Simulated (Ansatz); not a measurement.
## MgTe: energy against volume

MgTe (zinc blende, F-43m, 34.477 Å³/atom and stress up to 0.01 GPa in the relaxed cell, cube axes along x, y and z) under an equal strain ε along all three axes. PBE in Ansatz, a plane-wave DFT program (PAW, default set), 420 eV, 9×9×9 Γ-centred mesh, Fermi-Dirac smearing 0.05 eV; ions are relaxed, or left where forces stay under 0.02 eV/Å, within the symmetry of each cell.

Here V stands for volume and E for E less E0.

| volume (Å³/atom) | E less E0 (meV/atom) | pressure (GPa) |
|---|---|---|
| 32.4494 | 13.91 | 2.32 |
| 32.9486 | 7.68 | 1.68 |
| 33.4529 | 3.34 | 1.08 |
| 33.9623 | 0.81 | 0.52 |
| 34.4769 | 0.00 | -0.01 |
| 34.9966 | 0.83 | -0.50 |
| 35.5216 | 3.23 | -0.96 |
| 36.0517 | 7.12 | -1.39 |
| 36.5871 | 12.43 | -1.79 |
| 37.6738 | ? | ? |

Q: Fit E against V with the third-order Birch-Murnaghan form, a cubic in V^(-2/3), and predict the withheld value at V = 37.6738.

A: With u = V^(-2/3) - 0.0944, the rows have u = 0.0038944, 0.0028991, 0.0019187, 0.0009532, 0.0000020, -0.0009349, -0.0018581, -0.0027675, -0.0036636. Least squares gives E = -0.001 - 29.5·u + 921350·u² + 881865·u³. Residuals (row less fit): 0.000, 0.001, 0.000, 0.001, 0.001, -0.001, 0.001, 0.001, 0.000; standard error 0.001 (degrees of freedom: 5). Its minimum lies at u = 0.0000160, so V0 = (0.0944160)^(-3/2) = 34.47. There d²E/du² = 1843000 and d³E/du³ = 5291000, so B0 = (4/9) × 34.47^(-7/3) × 1843000 × 0.160218 = 33.9 GPa (the last factor turns the table's units into GPa), and B0' = 4 + (2/3) × 0.0944160 × (5291000)/1843000 = 4.2. B0' rests on the cubic coefficient alone and has a standard error of 0.1 from these residuals. At the withheld row, u = -0.0054170, so E = -0.001 - 29.5 × (-0.0054170) + 921350 × (-0.0054170)² + 881865 × (-0.0054170)³ = 27.055 meV/atom. The calculation gives 27.06 meV/atom, 0.005 meV/atom above the prediction (0.0 % of the range of E in the table). The row lies outside the fitted rows, so this is an extrapolation. The scatter of the fitted rows lies at the last printed digit.

Spin-orbit coupling is left out, which can shift these values for the heavy elements here. Other structures, which can take over under pressure, weren't tried. The same form fitted to the pressure column gives B0' = 4.2; series where the two differ by over 0.4 aren't shown. MgTe stands in this structure, whereas wurtzite is the usual form. Rows are the converged runs of the series near zero and its far end, less any whose ions stayed unrelaxed beside relaxed ones; series whose fitted rows scatter by over a few per cent of the range, as at a crossing or softening among them, aren't shown in this form.
